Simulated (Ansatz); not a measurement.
# How far to go with zone-centre phonons against the mesh: NbH2 (Fm-3m, 3 atoms in the cell)

```xyz
3
Lattice="0.0000 2.2960 2.2960 2.2960 0.0000 2.2960 2.2960 2.2960 0.0000" Properties=species:S:1:pos:R:3 pbc="T T T"
Nb     0.0000     0.0000     0.0000
H      1.1480     1.1480     1.1480
H      3.4440     3.4440     3.4440
```

Level of theory: LDA (PW92), default PAW files made with PBE (plane waves; Ansatz, a quantum-chemistry and plane-wave program).

Base settings: basis.ecutwfc = 420 eV; kpoints.mp_grid.grid = 12 12 12; hamiltonian.xc = lda; hamiltonian.pseudopotentials = {kind: paw} (the program's default PAW files); scf.occupations.method = gaussian; scf.occupations.width = 0.1 eV.

In this ladder: phonons.method = dfpt.

Frequencies are those of the unrelaxed cell, without the LO-TO term of polar crystals.

Only quantities that move along the ladder and can be compared are tabulated.

The starting cell comes from a database of computed structures (which also holds hypothetical and non-ambient phases and stackings), without a prior relaxation at this level. Its lattice was rescaled by up to half a per cent. Spin polarisation is off. In the base run, with a pressure of about -11 GPa the cell is away from its equilibrium volume at this level.

```csv
kpoints.mp_grid.grid,highest zone-centre frequency (cm⁻¹),lowest optical frequency (cm⁻¹)
3 3 3,1261.7,1235.3
4 4 4,1226.8,1112.0
5 5 5,1221.6,1089.0
6 6 6,1227.4,1059.2
8 8 8,1213.1,1046.2
10 10 10,1234.8,1029.5
15 15 15,1217.3,1023.1
18 18 18,1219.1,1023.6
23 23 23,1221.0,1031.6
28 28 28,1220.4,1027.4
```

Coarsest kpoints.mp_grid.grid that holds the highest zone-centre frequency within 10 cm⁻¹ of the last step, with all finer ones: 15 15 15; the step before is off by 14 cm⁻¹.

Coarsest kpoints.mp_grid.grid that holds the lowest optical frequency within 10 cm⁻¹ of the last step, with all finer ones: 10 10 10; the step before is off by 19 cm⁻¹.

Keys are those of Ansatz 0.2.
